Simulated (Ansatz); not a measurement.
Cost and result by functional for the surface energy of the (10-11) surface of beta Si3N4 in its 1x1 cell (cut with top plane N, bottom plane N), outermost plane spacing 0.29 Å in the ideal cut (in the relaxation 2 N–Si, 2 Si–Si bonds formed), in Ansatz (plane waves, PAW). Single points on the PBE structure, on one kind of machine; costs are rough ratios of the slab run's core time (references not counted) to the cheapest single point. r2SCAN's cost holds its higher cutoff (500 against 420 eV). Differences are taken against r2SCAN for comparison alone: no measured value is at hand, so the table doesn't rank accuracy.

Model: 70-atom slab, N40Si30, 13.1 Å thick at the start, 4x4x1 mesh, Fermi-Dirac 0.025 eV, dipole correction, all atoms relaxed; held to the start's symmetry, so lower structures may exist; no spin, no spin-orbit, no U. These notes are the PBE run's.

```json
[
 {"functional": "PBEsol", "relative cost": "1", "surface energy (J/m²)": "2.84", "less r2SCAN (J/m²)": "-0.19"},
 {"functional": "LDA", "relative cost": "1", "surface energy (J/m²)": "3.02", "less r2SCAN (J/m²)": "-0.01"},
 {"functional": "RPBE", "relative cost": "1", "surface energy (J/m²)": "2.52", "less r2SCAN (J/m²)": "-0.51"},
 {"functional": "r2SCAN", "relative cost": "2", "surface energy (J/m²)": "3.03", "less r2SCAN (J/m²)": "0.00"},
 {"functional": "PBE (the relaxed run's value)", "relative cost": "–", "surface energy (J/m²)": "2.69", "less r2SCAN (J/m²)": "-0.34"}
]
```

The values span 0.51 J/m², while the single points' costs differ by a factor of roughly 2. Differences are of unrounded values.

Ansatz is an electronic-structure program.
